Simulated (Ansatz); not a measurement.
Start from Mo in the bcc (W type) structure (space group Im-3m, No. 229; a = 3.151 Å). Axes: x, y, z lie along the cube axes.

Computed with r2SCAN in Ansatz (plane waves to 500 eV, PAW, spin-orbit coupling left out).

Before the change:

Pressure: 0.0 GPa
Band gap: zero
Shortest interatomic distance: 5.156 bohr

One thing is altered: tensor shear ε_yz = −3.10 % (engineering shear γ = -0.0620), atoms relaxed at fixed cell.

Task: How does this affect the energy relative to the base?

Result: The energy increases by 19 meV/atom.

Task: Predict the new pressure.

Result: The pressure (mean of the normal stresses, compression positive) goes from zero to 0.8 GPa.

Task: How does this affect the band gap?

Result: The band gap is still zero.

Task: Estimate the effect on the shortest interatomic distance.

Result: The shortest interatomic distance falls by 0.106 bohr, from 5.156 bohr to 5.050 bohr.

Without a gap, meshes like the base's 21×21×21 leave anisotropic stresses uncertain by several tenths of a GPa, and small strain energies with them. The cells carry an imposed strain or load. Stability against distortions was not tested. The final runs are not spin-polarised.

Ansatz is a program for electronic structure.
